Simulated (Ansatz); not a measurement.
Start from HgTe in the zinc blende structure (space group F-43m, No. 216).

```
CELL_PARAMETERS angstrom
      0.00000     3.28657     3.28657
      3.28657     0.00000     3.28657
      3.28657     3.28657     0.00000
ATOMIC_POSITIONS crystal
  Te 0.25000 0.25000 0.25000
  Hg 0.00000 0.00000 0.00000
```

Cartesian axes are those of the cell as printed.

Level of theory: plane-wave PAW DFT at the r2SCAN level (Ansatz, a first-principles code, 500 eV), no spin-orbit coupling.

Strains are applied to the cell and any free atomic positions relax; under biaxial strain the out-of-plane vector relaxes too.

One change was made to it. Results:

| quantity | base | after |
|---|---|---|
| energy relative to the base (free energy F) | 0 meV/atom | +2.5 meV/atom |
| pressure (mean of the normal stresses, compression positive) | 0.0 GPa | -0.4 GPa |
| shortest interatomic distance | 284.6 pm | 285.7 pm |

Problem. Which of these changes matches the shifts?
A. isotropic strain −1.20 %
B. biaxial strain +1.80 %, plane normal [001], relaxed out of plane
C. uniaxial strain ε_xx = +0.84 %

Solution. B, biaxial strain +1.80 %, plane normal [001], relaxed out of plane. For comparison, the energy relative to the base in the other runs: isotropic strain −1.20 % gives +6.0 meV/atom; uniaxial strain ε_xx = +0.84 % gives +0.4 meV/atom.

The mesh was chosen for an insulator and is coarse for the gapless case. Stability against distortions was not tested. The final runs are not spin-polarised.
